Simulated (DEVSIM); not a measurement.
Device: Schottky contact on p-type In0.53Ga0.47As, at 300 K.

```
layer (left to right)        material  thickness (μm)  Na (cm⁻³)  τn (s)  τp (s)
---------------------  --------------  --------------  ---------  ------  ------
1                      In0.53Ga0.47As            9.00       1e15  6.3e-9  6.3e-9
2                      In0.53Ga0.47As            2.40     7.4e17  6.3e-9  6.3e-9
```

Left contact: Schottky, work function 4.8 eV, emission velocity 7.4e6 cm/s. Right contact: ohmic. Voltage is applied to the left contact. Recombination: SRH at mid-gap. Mobility is constant in doping.

The device is made up for the run: typed textbook-type constants, with dimensions and the other settings drawn at random. Values at 300 K.

| parameter | In0.53Ga0.47As |
|---|---|
| gap (eV) | 0.74 |
| affinity (eV) | 4.51 |
| permittivity | 13.9 |
| Nc (cm⁻³) | 2.1e17 |
| Nv (cm⁻³) | 7.7e18 |
| μn (cm²/Vs) | 12000 |
| μp (cm²/Vs) | 300 |

Model (solved in DEVSIM): 1D drift-diffusion, Boltzmann statistics, complete ionisation; no tunnelling, impact ionisation, image-force lowering or self-heating. Metal contacts follow the ideal Schottky-Mott rule: no Fermi-level pinning, no interface dipoles.

Question: Give the dark forward current.

Answer: 
(V (V), J (A/cm²)): (-0.05, -0.23); (-0.10, -0.94); (-0.20, -4.1); (-0.25, -6.2); (-0.35, -11); (-0.40, -13); (-0.50, -19); (-0.55, -21); (-0.65, -27); (-0.70, -30); (-0.75, -33); (-0.85, -38); (-0.90, -41); (-1.00, -47); (-1.05, -50); (-1.15, -56); (-1.20, -58); (-1.30, -64); (-1.35, -67); (-1.40, -70); (-1.50, -76); (-1.55, -78); (-1.65, -84); (-1.70, -87); (-1.80, -92); (-1.85, -95); (-1.95, -100); (-2.00, -100)
